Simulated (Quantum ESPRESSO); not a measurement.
Quantum ESPRESSO run on SrNiGe (Pnma, 12 atoms in the cell): self-consistent single point.

Computed with LDA (PZ), PSlibrary ultrasoft (LDA) pseudopotentials (plane waves; Quantum ESPRESSO 7.5).

```yaml
crystal:
  lattice:
    - [5.74540, 0.00000, 0.00000]
    - [0.00000, 4.18649, 0.00000]
    - [0.00000, 0.00000, 11.40013]
  atoms:
    - { symbol: Sr, position: [0.11965, 0.25000, 0.64362] }
    - { symbol: Sr, position: [0.88035, 0.75000, 0.35638] }
    - { symbol: Sr, position: [0.38035, 0.75000, 0.14362] }
    - { symbol: Sr, position: [0.61965, 0.25000, 0.85638] }
    - { symbol: Ni, position: [0.10000, 0.25000, 0.95640] }
    - { symbol: Ni, position: [0.90000, 0.75000, 0.04360] }
    - { symbol: Ni, position: [0.40000, 0.75000, 0.45640] }
    - { symbol: Ni, position: [0.60000, 0.25000, 0.54360] }
    - { symbol: Ge, position: [0.36493, 0.25000, 0.37163] }
    - { symbol: Ge, position: [0.63507, 0.75000, 0.62837] }
    - { symbol: Ge, position: [0.13507, 0.75000, 0.87163] }
    - { symbol: Ge, position: [0.86493, 0.25000, 0.12837] }
```

Reference input (self-consistent single point, DFT, LDA (PZ), plane waves, PSlibrary ultrasoft (LDA) pseudopotentials): ecutwfc = 50 Ry; ecutrho = 350 Ry; occupations = smearing; smearing = fd; degauss = 0.0073499 Ry; K_POINTS = automatic 5 7 3 0 0 0; conv_thr = 1e-10 Ry; mixing_beta = 0.3. This run's input differs from it in these lines:

```diff
@@ -12,4 +12,4 @@
  ntyp = 3,
- ecutwfc = 50,
- ecutrho = 350,
+ ecutwfc = 35,
+ ecutrho = 245,
  occupations = 'smearing',
```

Output, abridged:

```
     Self-consistent Calculation

     iteration #  1     ecut=    35.00 Ry     beta= 0.30

     total energy              =    -727.97177393 Ry
     estimated scf accuracy    <       4.62765810 Ry

     iteration #  2     ecut=    35.00 Ry     beta= 0.30

     total energy              =    -725.90097653 Ry
     estimated scf accuracy    <      44.77699954 Ry

     iteration #  3     ecut=    35.00 Ry     beta= 0.30

     total energy              =    -729.56350037 Ry
     estimated scf accuracy    <       0.51738979 Ry

   [... 12 blocks of this kind left out ...]

     iteration # 16     ecut=    35.00 Ry     beta= 0.30

     total energy              =    -729.65545082 Ry
     estimated scf accuracy    <       0.00000001 Ry

     iteration # 17     ecut=    35.00 Ry     beta= 0.30
     End of self-consistent calculation

     the Fermi energy is     7.9560 ev

!    total energy              =    -729.65545082 Ry
     estimated scf accuracy    <          3.8E-11 Ry
     smearing contrib. (-TS)   =      -0.01631161 Ry
     internal energy E=F+TS    =    -729.63913921 Ry

     convergence has been achieved in  17 iterations

     Forces acting on atoms (cartesian axes, Ry/au):

     atom    1 type  1   force =     0.00204983    0.00000000   -0.00271151
     atom    2 type  1   force =    -0.00204983   -0.00000000    0.00271151
     atom    3 type  1   force =    -0.00204983   -0.00000000   -0.00271151
     atom    4 type  1   force =     0.00204983    0.00000000    0.00271151
     atom    5 type  2   force =    -0.00703463    0.00000000   -0.00082880
   [... lines left out ...]

     Total force =     0.027394     Total SCF correction =     0.000009

          total   stress  (Ry/bohr**3)                   (kbar)     P=      -46.76
  -0.00028931   0.00000000   0.00000000          -42.56        0.00        0.00
   0.00000000  -0.00036388   0.00000000            0.00      -53.53        0.00
   0.00000000   0.00000000  -0.00030041            0.00        0.00      -44.19

   JOB DONE.
```

The run converged in 17 iterations. Against the reference run the free energy goes up by 21.1 meV/atom, the pressure goes from -4.82 to -4.68 GPa and the largest force moves little (0.295 to 0.288 eV/Å).

The starting cell comes from a database of computed structures (which also holds hypothetical and non-ambient phases and stackings), without a prior relaxation at this level. Spin polarisation is off. At the lowered cutoff the pressure carries the error of an incomplete plane-wave basis.

Cost on one core of a shared machine: roughly 3 min.
